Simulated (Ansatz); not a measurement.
The starting structures come from a database of crystals and need not be the phases stable at ambient conditions.

 Where the default PAW files enter, the runs use the earlier of Ansatz's two default sets.

Tunnelling through a barrier is set by its complex band structure: the current falls as exp(−2κd) with the smallest κ.

Data:

```xyz
8
Lattice="6.3454 0.0000 0.0000 2.1442 5.9722 0.0000 2.1006 -2.9861 3.6509" Properties=species:S:1:pos:R:3 pbc="T T T"
Zn     0.0000     0.0000     0.0000
Cu     7.4175     2.9861     1.8255
Cu     3.1727     0.0000     1.8255
Ge     4.2448     2.9861     0.0000
S      3.1637     2.2255     1.7727
S      6.3459     2.2968     0.0000
S      5.2643    -0.7606     1.8783
S      4.3060     5.1965     0.0000
```

Space group of this cell: I-42m. The cell is strained (all lengths scaled by 0.98); by PBEsol its mean pressure is 5.0 GPa.

Transport runs along the normal of the first two printed cell vectors, the (110) plane of the conventional cell.

The gap is the functional's own, uncorrected, and κ follows it; spin-orbit coupling is left out. Mid-gap values are interpolated between the computed energies.

Problem. Give the band gap and the smallest decay constant κ at mid-gap that PBEsol (Ansatz, an electronic-structure program) yields.

Solution. Gap 0.71 eV on a 8×8×8 mesh; κ = 0.080 1/Å, at the zone centre.
